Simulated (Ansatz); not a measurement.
The parent structure is BaTiO$_{3}$ in the cubic perovskite structure (space group Pm-3m, No. 221; a = 4.019 Å). Axes: x, y, z lie along the cube axes.

Calculations: PBE (Ansatz, a first-principles code), without spin-orbit coupling.

The change: an isotropic linear strain of −1.80 %, atoms relaxed at fixed cell.

Q: Predict the stress tensor and what it implies for the stiffness.

A: Stress of the strained cell less that of the base (GPa, compression positive):
```
  10.04    0.00    0.00
   0.00   10.04    0.00
   0.00    0.00   10.04
```

Then B = −ΔP/(ΔV/V₀) with ΔV/V₀ = -0.0530 gives secant stiffness values (nonlinear terms included at this strain): B ≈ 189 GPa.

As a check, the harmonic strain energy −½ V₀ Δσ:ε is 22 meV/atom; the computed energy rise is 21 meV/atom.

Stability against distortions was not tested. All final runs are without spin polarisation. Many cubic perovskites are stable only at high temperature; tilts and polar distortions were not tested. This is not the structure that BaTiO3 has at room temperature and ambient pressure.
